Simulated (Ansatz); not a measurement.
Take HfSiO$_{4}$ (space group I4_1/amd, No. 141; a = 6.5821 Å, c = 5.9661 Å) as the base.

Method: PBEsol (Ansatz, a program for electronic structure, PAW, no spin-orbit coupling).

For the base:

| Property | Result |
|---|---|
| Shortest interatomic distance | 1.630 Å |

One thing is altered: cell and atoms relaxed at a pressure of 30 GPa.

**Question.** What happens to the shortest interatomic distance?

**Answer.** The shortest interatomic distance shrinks by 0.043 Å (1.630 Å → 1.587 Å).

Load acts through the strain it causes; cell and atoms are relaxed under it. No phonon test of stability was made. No other phases were tried under pressure.
